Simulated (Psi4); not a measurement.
Psi4 1.11, B3LYP/def2-svp: Sn(Me)2(Cl)2 ([CH3][Sn]([CH3])([Cl])[Cl]), 11 atoms. The geometry is a generated start, not checked to be a minimum at this level.

```yaml
task: energy
method: b3lyp
basis: def2-svp
memory: 3 GB
maxiter: 100
keys_of_the_molecule_block: symmetry c1
scf_type: df (default)
e_convergence: 1e-06 (default)
d_convergence: 1e-06 (default)
dft_radial_points: 75 (default)
dft_spherical_points: 302 (default)
effective_core_potentials: those of the basis set, past Kr
basis_functions: 120
grid_points: 235292
```

```xyz
11

C      1.8545    -0.6348     0.2838
Sn     0.0403     0.6203     0.1063
C     -1.9090    -0.2789    -0.4404
Cl     0.4831     2.3083    -1.4395
Cl    -0.2370     1.7261     2.1403
H      1.6590    -1.4296     0.9900
H      2.6702    -0.0180     0.6367
H      2.0920    -1.0394    -0.6906
H     -2.5296     0.4907    -0.8835
H     -2.3838    -0.6701     0.4518
H     -1.7398    -1.0746    -1.1549
```

With the defaults (diis = true, scf_initial_accelerator = adiis, damping_percentage = 0, diis_max_vecs = 10, guess = auto, which took SAD, diis_start = 1, soscf = false) it converges in 8 SCF iterations. One run each on 2 threads, with these changes:
- guess = gwh
- guess = modhuckel
- diis_max_vecs = 20
- guess = sapgau
- guess = sap
- diis_start = 4
- soscf = true
- diis_max_vecs = 3
- diis = false, scf_initial_accelerator = none, damping_percentage = 60

Problem. Which of these changes keep the SCF from converging, or lead it to another solution?

Solution. No convergence: diis = false, scf_initial_accelerator = none, damping_percentage = 60 (the run ends without SCF convergence in 100 iterations). The rest reach the solution of the defaults.

```csv
setting,SCF iterations,JK calls,end
soscf = true,6,22,same solution
the defaults,8,9,same solution
diis_max_vecs = 20,8,9,same solution
guess = modhuckel,10,32,same solution
guess = gwh,10,10,same solution
diis_max_vecs = 3,11,12,same solution
guess = sapgau,14,14,same solution
diis_start = 4,14,15,same solution
guess = sap,14,14,same solution
"diis = false, scf_initial_accelerator = none, damping_percentage = 60",100,101,no convergence
```

An SOSCF iteration holds several JK calls; a Hückel guess adds calls on atoms.
